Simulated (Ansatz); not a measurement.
The starting structures come from a database of crystals and need not be the phases stable at ambient conditions.

By PBEsol, the system below comes out a metal.

The ballistic (Sharvin) conductance counts the channels at the Fermi level: G/A = (e²/h) × channels of both spins per area.

Given:

```
CELL_PARAMETERS angstrom
      5.07229     0.00000     0.00000
     -2.53614     4.39273     0.00000
      2.53614     1.46424     2.07075
ATOMIC_POSITIONS crystal
  Y  0.00000 0.50000 0.50000
  Au 0.00000 0.00000 0.00000
```

Space group of this cell: Pm-3m, CsCl type. The cell is taken as given; by PBEsol its mean pressure is -2.7 GPa.

The current flows along the normal of the first two printed cell vectors, the (111) plane of the conventional cell. No spin-orbit coupling; the value is a mean over 0.1 eV about the Fermi level.

Problem. Compute, with PBEsol (Ansatz, an electronic-structure program), the ballistic conductance per area.

Solution. 0.63 × 10¹⁵ S/m² for both spins.
